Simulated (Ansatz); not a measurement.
# A15 Mo3Si

These are r²SCAN-D4 in Ansatz (plane waves, PAW) values and carry that method's errors.

Run with plane-wave cutoff 560 eV, 12×12×12 k mesh, Fermi–Dirac smearing 0.05 eV, no spin polarisation, scalar-relativistic PAW data made under PBE.

Cell: relaxed at this level.

```
Property                                            Value
------------------------------------------  -------------
equilibrium volume per atom                 14.46 Å³/atom
bulk modulus                                      269 GPa
lattice parameter a                               4.873 Å
band gap                                             none
pressure derivative B′ of the bulk modulus            4.3
```

Measured, for comparison: lattice constant a 4.889 Å (temperature not stated, copied from a table, unchecked, no zero-point or thermal correction; as tabulated in Dopovidi Akademii Nauk Ukrains'koi RSR, Seriya A: Fiziko-Tekhnichni ta Matematichni Nauki 1970, 553 (1970)). Computed (rounded) less measured: lattice constant a not scored (unchecked). A static lattice is as a rule a little smaller and stiffer than an uncorrected measurement, which narrows the difference in the lattice constant a and would widen misses of the other sign.

Spin–orbit coupling is not included.

Static lattice: no zero-point or thermal effects.

Cost on a shared machine: very roughly 6 core-minutes.

Ansatz is a program for electronic structure.
